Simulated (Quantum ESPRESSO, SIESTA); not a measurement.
# Equation of state of zinc-blende BeTe (space group 216): energy against volume (SIESTA, LDA)

```xyz
2
Lattice="0.0000 2.7055 2.7055 2.7055 0.0000 2.7055 2.7055 2.7055 0.0000" Properties=species:S:1:pos:R:3 pbc="T T T"
Be     0.0000     0.0000     0.0000
Te     4.0583     4.0583     4.0583
```

Method: LDA PW92, numerical atomic orbitals TZP, PseudoDojo LDA standard norm-conserving potentials (rewritten from UPF to PSML) (SIESTA). Settings: XC.functional = LDA; XC.authors = PW92; potentials = PseudoDojo LDA standard; PAO.BasisSize = TZP; PAO.EnergyShift = 0.005 Ry; MeshCutoff = 520 Ry; kgrid.MonkhorstPack = 10 10 10; OccupationFunction = FD; ElectronicTemperature = 10 meV; PAO.Polarization.NonPerturbative = true; MaxSCFIterations = 150; SCF.Mixer.Method = Broyden; SCF.Mixer.Weight = 0.25; SCF.Mixer.History = 6; SCF.DM.Tolerance = 1.0E-04. The cell above is the first row's. The rows scale it uniformly. In all rows fractional positions and the k mesh are held. E is the free energy at the stated smearing, counted from the lowest row.

| V (Å^3/atom) | E (meV/atom) |
|---|---|
| 19.804 | ? |
| 20.234 | 8.69 |
| 20.665 | 2.07 |
| 21.095 | 0.00 |
| 21.526 | 2.10 |
| 21.956 | 7.99 |
| 22.387 | 17.35 |
| 22.818 | 29.85 |
| 23.248 | 45.23 |

Task: Fit E against V with the third-order Birch-Murnaghan form, a cubic in V^(-2/3), and predict the withheld value at V = 19.804.

Result: With u = V^(-2/3) - 0.129, the rows have u = 0.005672, 0.003793, 0.001983, 0.000228, -0.001464, -0.003107, -0.004697, -0.006235. Least squares gives E = 2.676 - 2654.1·u + 661561·u² - 1170447·u³. Residuals (row less fit): -0.002, 0.007, -0.005, -0.005, 0.007, 0.006, -0.009, 0.004; standard error 0.008 (degrees of freedom: 4). Its minimum lies at u = 0.002017, so V0 = (0.131017)^(-3/2) = 21.09. There d²E/du² = 1309000 and d³E/du³ = -7023000, so B0 = (4/9) × 21.09^(-7/3) × 1309000 × 0.160218 = 75.9 GPa (the last factor turns the table's units into GPa), and B0' = 4 + (2/3) × 0.131017 × (-7023000)/1309000 = 3.5. The program's pressures in the fitted runs (not shown) pass through zero at V = 21.09, 0.01 % from this V0. At the withheld row, u = 0.007615, so E = 2.676 - 2654.1 × 0.007615 + 661561 × 0.007615² - 1170447 × 0.007615³ = 20.311 meV/atom. The calculation gives 20.31 meV/atom, which the fit meets to the printed digits. The row lies outside the fitted rows, so this is an extrapolation. From the scatter of the fitted rows alone, a prediction at this place has a standard error of 0.025 meV/atom, so the miss is 0.0 times that.

Carrying the step between the two nearest rows on in a straight line would have given 15.29, off by 5.02; series whose last step already gives the withheld value aren't shown. The scan was laid around a cell of about the measured size, scaled by a guess for this functional. The runs keep the symmetry of the cell, so they don't test it for distortions. A plane-wave scan with the same functional (Quantum ESPRESSO, GBRV) gives V0 = 21.50 Å^3/atom and B0 = 64.2 GPa; a Birch-Murnaghan fit to all rows here lies -1.9 % from it in V0 and 18 % in B0; the two differ in basis, and may differ in potentials and mesh. The LDA file for Te was generated anew from PseudoDojo's inputs, some of which were changed. Values carry the incompleteness of an atom-centred basis. Spin-orbit coupling is off. Cutoffs and mesh are single choices, not tested for convergence of this quantity. Series with a scatter that would blur these digits, or in which a gap closes, are not shown. Nor are scans whose minimum lies at an end fitted in this form.
